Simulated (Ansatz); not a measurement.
In a (11,11) blue phosphorus nanotube, the lowest empty band has its minimum at Γ and lies 0.097 eV higher 0.0598 Å⁻¹ away along the axis.

Method: PBE (plane waves to 420 eV, PAW; Ansatz, a program for electronic structure). Mesh 1×1×10. No spin polarisation. Isolated but for its images some 11 Å away. A hypothetical model, rolled from the flat sheet. It keeps the symmetry and period of its start, so it need not be a minimum against all distortions.

Q: Estimate the electron mass along the axis.

A: For a parabola ΔE = ħ²Δk²/2m, and ħ²/2mₑ = 3.810 eV Å². So m/mₑ = 3.810 × 0.0598²/0.097 = 0.14. The curvature over a step a third as long gives 0.14; the band is close to a parabola here.
